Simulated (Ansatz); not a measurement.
Start from WO3 (space group Cmcm, No. 63; a = 5.454 Å, b = 5.474 Å, c = 7.460 Å; a cell from a computed database, its experimental status unchecked).

Now apply this change: cell and atoms relaxed at a pressure of 0.7 GPa.

Levels (all Ansatz, an electronic-structure program, PAW): PBEsol (420 eV, no SOC); HSE06 (420 eV, spin-orbit coupling left out).

The geometry is relaxed with PBEsol.

```
Property           Value
---------------  -------
PBEsol band gap  1.34 eV
```

What does HSE06 give at this geometry for the band gap?

The band gap increases by 1.24 eV, from 1.34 eV to 2.58 eV.

Single points use the geometry relaxed with PBEsol. HSE06 gaps are upper bounds (no full band path). With W present, leaving out spin-orbit coupling can change the band edges. Load acts through the strain it causes; cell and atoms are relaxed under it. No phonon test of stability was made.
